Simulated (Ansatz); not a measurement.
Step by step: formation energy of CoPdO2 (R-3m) from the elements

Subject: the formation energy of CoPdO2 (R-3m) from the elements. Reaction: Co (hcp) + Pd (fcc) + O2 (gas) → CoPdO2 (R-3m). Negative: the products are lower in energy. The value is per atom of the solid.

CoPdO2 (R-3m), 4 atoms in the cell; this is a cell from a database of computed structures that this text hasn't matched to a measured one; metallic (partly filled levels) with PBE; spin state with PBE: no moments. Conventional cell: a = 2.862 Å, b = 2.862 Å, c = 17.848 Å, α = 90.00°, β = 90.00°, γ = 120.00°.

Co (hcp, P6₃/mmc), 2 atoms in the cell; spin state with PBE: parallel moments, net moment 3.2 μB a cell.

Setting: static, neutral cells in Ansatz (PAW) whose structures rest at the PBE level. Ansatz (a first-principles code) runs with its default PAW set. Other levels take these structures, unless marked own geometry. The lattices are those relaxed with PBE, so at other levels the solids can be strained, which adds to the spread. A dispersion term (D3(BJ), or D4 for r2SCAN) was computed beside these levels and is taken off wherever the name lacks it. No Hubbard U is applied. No search over spin orders was made beyond those shown. The state moves with the level: Co (hcp) has a net moment of 3.5 μB with r2SCAN and 3.2 μB with PBE. The state moves with the level: Co (hcp) has a net moment of 3.5 μB with r2SCAN (own geometry) and 3.2 μB with PBE.

Total energies of the cells in eV, at zero smearing width. They compare only within one column; the weights balance every element.

```json
[
 {"cell": "CoPdO2 (R-3m)", "atoms": "4", "weight": "+2", "r2SCAN": "-13253.52279", "r2SCAN (own geometry)": "-13253.54955"},
 {"cell": "Co (hcp)", "atoms": "2", "weight": "−1", "r2SCAN": "-10263.04574", "r2SCAN (own geometry)": "-10263.05400"},
 {"cell": "Pd (fcc)", "atoms": "1", "weight": "−2", "r2SCAN": "-6985.73350", "r2SCAN (own geometry)": "-6985.74030"},
 {"cell": "O2 (gas)", "atoms": "2", "weight": "−2", "r2SCAN": "-1131.96020", "r2SCAN (own geometry)": "-1131.96621"}
]
```

r2SCAN: 2 × (-13253.52279) − (-10263.04574) − 2 × (-6985.73350) − 2 × (-1131.96020) = -8.612 eV; dividing by 8 atoms gives -1.08 eV/atom.

r2SCAN (own geometry): 2 × (-13253.54955) − (-10263.05400) − 2 × (-6985.74030) − 2 × (-1131.96621) = -8.632 eV; dividing by 8 atoms gives -1.08 eV/atom.

What follows from the r2SCAN value: A formula unit of CoPdO2 has 4 atoms, so it forms with -1.0766 × 4 = -4.306 eV, or -415.5 kJ/mol at 96.485 kJ/mol per eV.
